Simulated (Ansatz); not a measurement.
LiF (model structure, started from the CsCl type, Pm-3m, No. 221, 2 atoms in the cell) was calculated with dielectric-dependent PBEsol hybrid in Ansatz (plane waves, PAW).

Run with plane-wave cutoff 460 eV, 10×10×10 k mesh, Fermi–Dirac smearing 0.01 eV, scalar-relativistic PAW data made under PBE.

The cell is the one relaxed with PBEsol. Conventional cell: a = 2.5231 Å, b = 2.5231 Å, c = 2.5231 Å, α = 90.00°, β = 90.00°, γ = 90.00°.

```
LiF
1.0
    2.52308     0.00000     0.00000
    0.00000     2.52308     0.00000
    0.00000     0.00000     2.52308
Li F
1 1
Cartesian
  0.00000   0.00000   0.00000
  1.26154   1.26154   1.26154
```

Q: List the 5 lowest band energies at Γ above −25 eV (eV, relative to the valence band maximum), grouping those that round alike.

A: At Γ: -23.94, -0.79 (×3), 13.32.

Note: the run warned that its exchange threshold was loose for the stress; the relaxation could raise the start's symmetry but not lower it, so the cell can be a saddle point; cell and atoms aren't relaxed at this level (pressure -4.3 GPa).

A model structure was made by putting elements into a prototype or built by hand; it is no filed structure, need not be a known phase, and can be a saddle point held by its symmetry.

Ansatz is a first-principles code.
